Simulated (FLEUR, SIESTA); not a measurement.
A FLEUR input for a self-consistent single point of Zr (P6_3/mmc, 2 atoms in the cell) (DFT, PBE, all-electron FLAPW (FLEUR), scalar-relativistic valence with spin-orbit coupling in second variation):

Input of the input generator:

```
Zr FLAPW
&input film=f /
6.0582082990 0.0000001005 0.0000000000
-3.0291042366 5.2465622381 0.0000000000
0.0000000000 0.0000000000 9.6734059867
1.0
1.0 1.0 1.0

2
40 0.3333333333 0.6666666667 0.2500000000
40 0.6666666667 0.3333333333 0.7500000000

&comp jspins=1 /
&kpt div1=16 div2=16 div3=9 gamma=t /
&soc 0.0 0.0 /
&end /
```

```xml
<?xml version="1.0" encoding="UTF-8" standalone="no"?>
<fleurInput fleurInputVersion="0.39">
   <comment>
      Zr FLAPW                                                                                            
   </comment>
   <calculationSetup>
      <cutoffs Kmax="3.8" Gmax="15.2" GmaxXC="15.2" numbands="0"/>
      <scfLoop itmax="60" minDistance="0.00001" maxIterBroyd="25" imix="Anderson" alpha="0.05" precondParam="0.0" spinf="2.0"/>
      <coreElectrons ctail="T" frcor="F" kcrel="0" coretail_lmax="0"/>
      <xcFunctional name="pbe" relativisticCorrections="F"/>
      <magnetism jspins="1"/>
      <soc l_soc="T" theta="0.0" phi="0.0" spav="F"/>
      <expertModes spex="0" secvar="F"/>
      <geometryOptimization l_f="F" forcealpha="1.0" forcemix="BFGS" epsdisp="0.00001" epsforce="0.00001"/>
      <ldaU l_linMix="F" mixParam="0.05" spinf="1.0"/>
   </calculationSetup>
   <cell>
      <bzIntegration valenceElectrons="24.0" mode="hist" fermiSmearingEnergy="0.00367493">
         <kPointListSelection listName="default-1"/>
         <!-- k-points included here -->
         <xi:include xmlns:xi="http://www.w3.org/2001/XInclude" href="kpts.xml"> </xi:include>
      </bzIntegration>
      <!-- symmetry operations included here -->
      <xi:include xmlns:xi="http://www.w3.org/2001/XInclude" href="sym.xml"> </xi:include>
      <bulkLattice scale="1.0">
         <bravaisMatrix>
            <row-1>    6.0582082990000004     0.0000001005000000     0.0000000000000000</row-1>
            <row-2>   -3.0291042365999998     5.2465622381000001     0.0000000000000000</row-2>
            <row-3>    0.0000000000000000     0.0000000000000000     9.6734059867000006</row-3>
         </bravaisMatrix>
      </bulkLattice>
   </cell>
   <atomSpecies>
      <species name="Zirconium (Zr)" element="Zr" atomicNumber="40">
         <mtSphere radius="2.68" gridPoints="925" logIncrement="0.014"/>
         <atomicCutoffs lmax="10" lnonsphr="8"/>
         <electronConfig flipSpins="F">
            <coreConfig>(1s1/2) (2s1/2) (2p1/2) (2p3/2) (3s1/2) (3p1/2) (3p3/2) (3d3/2) (3d5/2)</coreConfig>
            <valenceConfig>(4s1/2) (4p1/2) (4p3/2) (5s1/2) (4d3/2) (4d5/2)</valenceConfig>
            <stateOccupation state="(4d3/2)" spinUp="0.4" spinDown="0.4"/>
            <stateOccupation state="(4d5/2)" spinUp="0.6" spinDown="0.6"/>
         </electronConfig>
         <energyParameters s="5" p="5" d="4" f="4"/>
         <lo type="SCLO" l="0" n="4" eDeriv="0"/>
         <lo type="SCLO" l="1" n="4" eDeriv="0"/>
      </species>
   </atomSpecies>
   <atomGroups>
      <atomGroup species="Zirconium (Zr)">
         <relPos label="                   1">1.000/3.000 -1.000/3.000 1.000/4.000</relPos>
         <relPos label="                   2">-1.000/3.000 1.000/3.000 -1.000/4.000</relPos>
         <force calculate="T" relaxXYZ="TTT"/>
      </atomGroup>
   </atomGroups>
   <output dos="F" band="F" slice="F">
      <checks vchk="F" cdinf="F"/>
      <bandDOS minEnergy="-.5*Htr" maxEnergy="0.5*Htr" sigma="0.015" storeEVData="T"/>
      <vacuumDOS vacdos="F" integ="F" star="F" nstars="0" locx1="0.0" locy1="0.0" locx2="0.0" locy2="0.0" nstm="0" tworkf="0.0"/>
      <unfoldingBand unfoldBand="F" supercellX="1" supercellY="1" supercellZ="1"/>
      <plotting iplot="0" polar="F">
         <plot TwoD="T" vec1="  1.0  0.0  0.0" vec2="  0.0  1.0  0.0" vec3="  0.0  0.0  1.0" zero="  0.0  0.0  0.0" file="plot"/>
      </plotting>
      <chargeDensitySlicing numkpt="0" minEigenval="0.0" maxEigenval="0.0" nnne="0" pallst="F"/>
      <specialOutput eonly="F"/>
      <magneticCircularDichroism mcd="F" energyLo="-10.0" energyUp="0.0"/>
   </output>
  <!-- We include the file relax.xml here to enable relaxations (see documentation) -->
  <xi:include xmlns:xi="http://www.w3.org/2001/XInclude" href="relax.xml"> <xi:fallback/> </xi:include>
</fleurInput>
```

Q: Give the SIESTA input for the same structure, mesh, smearing and functional.

A: This is the input that was run; spellings and numerical settings could be chosen otherwise.

```
# files in the folder: Zr.psml (PseudoDojo PBE fully relativistic)
SystemName  Zr
SystemLabel Zr

NumberOfAtoms                2
NumberOfSpecies              1
%block ChemicalSpeciesLabel
  1 40 Zr
%endblock ChemicalSpeciesLabel
LatticeConstant              1.0 Ang
%block LatticeVectors
     3.205866000    0.000000000    0.000000000
    -1.602933000    2.776361000    0.000000000
     0.000000000    0.000000000    5.118946000
%endblock LatticeVectors
AtomicCoordinatesFormat      Bohr
%block AtomicCoordinatesAndAtomicSpecies
    -0.000003029    3.497709691    2.418351497  1
     3.029107395    1.748852222    7.255054490  1
%endblock AtomicCoordinatesAndAtomicSpecies

XC.functional                GGA
XC.authors                   PBE
PAO.BasisSize                DZP
PAO.EnergyShift              0.01 Ry
MeshCutoff                   350 Ry
%block kgrid.MonkhorstPack
   16   0   0  0.0
    0  16   0  0.0
    0   0   9  0.0
%endblock kgrid.MonkhorstPack
OccupationFunction           FD
ElectronicTemperature        0.1 eV
Spin                         spin-orbit
%block DM.InitSpin
  1 0.00 0.00 0.00
  2 0.00 0.00 0.00
%endblock DM.InitSpin

MaxSCFIterations             150
SCF.Mixer.Method             Broyden
SCF.Mixer.Weight             0.2
SCF.Mixer.History            8
SCF.DM.Tolerance             1.0E-05
Diag.ParallelOverK           true
WriteForces                  true
Charge.Mulliken              end
```

Basis, cutoffs, solver keys and any potentials are the target program's own. This input uses DFT, GGA PBE with spin-orbit coupling, numerical atomic orbitals DZP, PseudoDojo PBE fully relativistic norm-conserving potentials (rewritten from UPF to PSML).

The starting cell comes from a database of computed structures (which also holds hypothetical and non-ambient phases and stackings), without a prior relaxation at this level. Its lattice was rescaled by a random factor within 2.5 % of one.
